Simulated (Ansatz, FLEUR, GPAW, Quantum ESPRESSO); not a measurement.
**Code comparison for TiZn₃ (P6_3/mmc, 8 atoms in the cell)**

Self-consistent single point.

```
TiZn3
1.0
    5.58929     0.00000     0.00000
   -2.79464     4.84047     0.00000
    0.00000     0.00000     4.31574
Ti Zn
2 6
Direct
  0.66667   0.33333   0.25000
  0.33333   0.66667   0.75000
  0.32954   0.16477   0.75000
  0.67046   0.83523   0.25000
  0.16477   0.32954   0.25000
  0.83523   0.67046   0.75000
  0.83523   0.16477   0.75000
  0.16477   0.83523   0.25000
```

All programs got the same cell, k-point mesh and kind of occupations (in Ansatz's words: kpoints.mp_grid.grid = 5 5 5; scf.occupations.method = gaussian; scf.occupations.width = 0.1 eV); potentials, basis and cutoffs are each program's usual ones.

```tsv
code	model	pressure (GPa)	largest force (eV/Å)	cutoff
FLEUR	PBEsol, all-electron FLAPW (FLEUR), scalar-relativistic valence	–	0.015	Kmax 4.2 1/bohr
Quantum ESPRESSO	PBEsol, PseudoDojo standard norm-conserving (PBESOL) pseudopotentials	-3.51	0.016	85 Ry
GPAW	PBEsol, GPAW PAW datasets PBEsol (made by gpaw-setup)	-3.27	0.011	850 eV
Ansatz	PBEsol, PAW files made with PBE	-3.46	0.019	default
```

A dash marks a value that a program does not give, or that is left out as unsure.

The spread over the programs that give each value: pressure within 0.24 GPa; largest force within 0.008 eV/Å.

The starting cell comes from a database of computed structures (which also holds hypothetical and non-ambient phases and stackings), without a prior relaxation at this level. Its lattice was rescaled by a random factor within 2.5 % of one. On Ansatz's run: Spin polarisation is off. In the base run, with a pressure of about -3 GPa the cell is away from its equilibrium volume at this level.

**Question.** Why do the programs differ, and what cannot be compared?

**Answer.** Differences of this kind can come from the potentials, where these differ, and from what each basis and cutoff leave unconverged. The valence holds different numbers of electrons (FLEUR 96, Quantum ESPRESSO 144, GPAW 96, Ansatz (a quantum-chemistry and plane-wave program) 96). The zero of total energies and Fermi levels follows the potentials and each program's conventions, so they are not compared here. FLEUR treats all electrons, but the usual bases taken here (sphere radii, linearisation, local orbitals, empty states) were not tested for convergence, so the values are no reference for the others. Ansatz's pressure is given at a fixed set of plane waves, as the other plane-wave codes print theirs; with its correction for the finite basis it is -3.38 GPa.

Left out of this page: ABINIT and Elk (stopped by limits of time or memory).

Keys are those of Ansatz 0.2.
